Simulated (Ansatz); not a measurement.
**W5Si3, pressure series**

The parent structure is W5Si3 (space group I4/mcm, No. 140; a = 9.596 Å, c = 4.930 Å; a cell from a computed database, its experimental status unchecked).

Cell and atoms are relaxed at each pressure.

The values are results of PBEsol (Ansatz, an electronic-structure program), spin-orbit coupling left out, not measurements.

```
pressure (GPa)  volume per atom (Å³/atom)
--------------  -------------------------
-1                                 14.236
0                                  14.186
0.3                                14.171
0.7                                14.151
1.5                                14.113
3                                       ?
5                                  13.947
7.5                                13.835
10                                 13.727
```

**Question.** Fit the third-order Birch–Murnaghan form P(V) = (3B₀/2)[(V₀/V)^(7/3) − (V₀/V)^(5/3)]·[1 + (3/4)(B₀′ − 4)((V₀/V)^(2/3) − 1)] (squares taken in P) to the rows shown and predict the withheld row.

**Answer.** Least squares on the printed values gives V₀ = 14.186 Å³/atom, B₀ = 285 GPa, B₀′ = 3.9; this predicts 14.040 Å³/atom, and the run gives 14.040 Å³/atom, in agreement.

Load acts through the strain it causes; cell and atoms are relaxed under it. Stability against distortions was not tested. No other phases were tried under pressure. All final runs are without spin polarisation.
